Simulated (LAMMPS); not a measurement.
Molecular dynamics of a free-standing liquid film of Cu, 2156 atoms, at 1560 K.

Method: classical MD, pair style meam, file library.meam (library.meam-Cu); code LAMMPS.

```tsv
z (Å)	number density (Å⁻³)
-25.56	0.0000
-24.56	0.0001
-23.56	0.0014
-22.56	0.0081
-21.55	0.0277
-20.55	0.0530
-19.55	0.0685
-18.55	0.0704
-17.54	0.0727
-16.54	0.0719
-15.54	0.0737
-14.54	0.0723
-13.53	0.0732
-12.53	0.0731
-11.53	0.0721
-10.53	0.0744
-9.520	0.0720
-8.520	0.0732
-7.520	0.0732
-6.520	0.0723
-5.510	0.0731
-4.510	0.0730
-3.510	0.0728
-2.510	0.0733
-1.500	0.0723
-0.5000	0.0739
0.5000	0.0725
1.500	0.0733
2.510	0.0719
3.510	0.0728
4.510	0.0735
5.510	0.0727
6.520	0.0729
7.520	0.0735
8.520	0.0727
9.520	0.0735
10.53	0.0723
11.53	0.0731
12.53	0.0729
13.53	0.0728
14.54	0.0735
15.54	0.0727
16.54	0.0724
17.54	0.0717
18.55	0.0694
19.55	0.0639
20.55	0.0402
21.55	0.0159
22.56	0.0036
23.56	0.0006
24.56	0.0000
```

The data show:
- number density in the middle: 0.0729 Å⁻³

Caution: the potential MEAM library.meam-Cu is a first-neighbour MEAM set with a 4 Å cutoff, used here without a parameter file and away from the static properties it was fitted to.
